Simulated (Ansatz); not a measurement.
The parent structure is ZrC in the rock salt structure (space group Fm-3m, No. 225; a = 4.669 Å; relaxed with 0.1 eV smearing). Axes: x, y, z lie along the cube axes.

Computed with DFT with PBEsol, PAW potentials and a 420 eV plane-wave cutoff in Ansatz (a quantum-chemistry and plane-wave program), spin-orbit coupling left out.

For the base:

The pressure is 0.0 GPa and the shortest interatomic distance comes out as 233.5 pm.

The change: the symmetric strain tensor [0.0069 -0.0080 0.0136; -0.0080 -0.0077 -0.0072; 0.0136 -0.0072 -0.0076]; the atoms relax in the strained cell.

### Question
How does this affect the pressure?

### Answer
The pressure (mean of the normal stresses, compression positive) goes from zero to 2.2 GPa.

### Question
What does the calculation give for the shortest interatomic distance after the change?

### Answer
The shortest interatomic distance drops by 1.8 pm (233.5 pm → 231.7 pm).

Stability against distortions was not tested. All final runs are without spin polarisation.
